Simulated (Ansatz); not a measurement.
# What pressure −1 GPa does to CsBr

The reference is CsBr in the CsCl type structure (space group Pm-3m, No. 221; a = 4.242 Å).

The change: a negative pressure, −1 GPa.

The values are results of PBEsol (Ansatz, a program for electronic structure, PAW, scalar-relativistic without spin-orbit coupling), not measurements. k-mesh 8×8×8 (Γ-centred); smearing 0.05 eV (Fermi–Dirac).

Lattice parameter a: 8.226 bohr (base 8.016 bohr)
Enthalpy H = E + PV relative to the base's energy: -0.25 eV/atom
Band gap: 4.16 eV (base 4.45 eV)
Width of the top valence band: 1.10 eV (base 1.29 eV)
Electron mass: 0.31 mₑ (at Γ) (base 0.29 mₑ (at Γ))
Valley order (the lowest conduction-band minima on the path, energy above the VBM, named in the base's zone): Γ 4.16 eV; M along ⟨110⟩ 5.12 eV (base Γ 4.45 eV; M along ⟨110⟩ 5.16 eV)

Load acts through the strain it causes; cell and atoms are relaxed under it. Masses are band curvatures over ±0.01 Å⁻¹ around the edge. No phonon test of stability was made.
